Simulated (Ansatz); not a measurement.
Take MoSi$_{2}$ (space group I4/mmm, No. 139; a = 3.217 Å, c = 7.875 Å; relaxed with 0.1 eV smearing) as the base.

The values are results of Kohn–Sham DFT with the PBE functional, run in Ansatz (a program for electronic structure) with PAW and 420 eV plane waves, no spin-orbit coupling, earlier PAW set, not measurements.

For the base:

* **Pressure**: 0.0 GPa
* **Band gap**: zero

Perturbation: an isotropic linear strain of −3.12 %; the atoms relax in the strained cell.

**Question.** What does the calculation give for the pressure, energy relative to the base and band gap after the change?

**Answer.** The pressure (mean of the normal stresses, compression positive) goes from zero to 24.1 GPa; the energy rises by 85 meV/atom; the band gap remains zero.

Stability against distortions was not tested. All final runs are without spin polarisation.
